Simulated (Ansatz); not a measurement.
Formation energies of neutral defects against the elements (graphite for carbon, diatomic gases, S8), in diamond (eV), each at one geometry relaxed with PBE and evaluated in Ansatz (an electronic-structure program) with PBE, r2SCAN. Details: 64-site cell; 2×2×2 shifted k-points; charged states image-corrected; no Hubbard U; corrections pass 1 eV, so highly charged states may be off by several tenths; flagged in the runs: for some of the defects a doubtful potential alignment.

| defect | PBE | r2SCAN |
|---|---|---|
| S on the C site | 10.75 | 10.94 |
| N on the C site | 3.85 | 3.78 |
| Si on the C site | 4.27 | 4.12 |
| Na on the C site | 13.25 | 13.07 |
| Cr on the C site | 7.75 | 7.41 |

PBE less r2SCAN: over the 5 rows with both numbers (drawn at random from the settled rows of this host; unsettled states are left out), mean 0.11 eV, median 0.16 eV, mean size 0.19 eV, from -0.19 to 0.34 eV.
